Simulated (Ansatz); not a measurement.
Start from HgI2 in the 2H-MoS2 type structure (space group P6_3/mmc, No. 194; a = 4.071 Å, c = 13.561 Å; a hypothetical phase, not in the database extracts checked; layered, stacked along the Cartesian z axis).

Levels (all Ansatz, a first-principles code, PAW): PBEsol-D3(BJ) (420 eV, no SOC); r2SCAN (500 eV, no spin-orbit coupling).

The geometry is relaxed with PBEsol-D3(BJ).

| Property | Value |
|---|---|
| PBEsol-D3(BJ) band gap | zero |
| PBEsol-D3(BJ) gap character | absent |

Task: What does r2SCAN give at this geometry for the band gap and gap character?

Result: The band gap changes from zero to 0.27 eV; the gap character changes from absent to indirect, K–Γ (46 % along) → M.

Single points use the geometry relaxed with PBEsol-D3(BJ). Spin-orbit coupling, missing from the scalar runs, can matter with Hg and I. No phonon test of stability was made. All final runs are without spin polarisation. A zero or small gap of HgI2 can be the functional's error rather than a property of the material.
